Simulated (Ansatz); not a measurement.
Data:

```
CELL_PARAMETERS angstrom
      2.64026     0.00000     0.00000
      1.32013     2.28653     0.00000
      0.00000     0.00000     4.36426
ATOMIC_POSITIONS crystal
  Ru 0.66667 0.66667 0.75000
  Ru 0.33333 0.33333 0.25000
```

No spin polarisation.

All numbers come from PBE (Ansatz, a program for electronic structure), no SOC. Γ-centred 24×24×14 mesh, Fermi–Dirac width 0.1 eV.

### Question
Predict the band gap.

### Answer
Zero.

### Question
What mean in-plane stress (compression positive) does the calculation give?

### Answer
+23.5 GPa.

### Question
What space group does the calculation give?

### Answer
P6_3/mmc (No. 194).

The cells carry an imposed strain or load. Stability against distortions was not tested. All final runs are without spin polarisation. The cell was made from Ru in the hcp (Mg type) structure (space group P6_3/mmc, No. 194) by this change: biaxial strain −3.00 %, plane normal [001], relaxed out of plane.
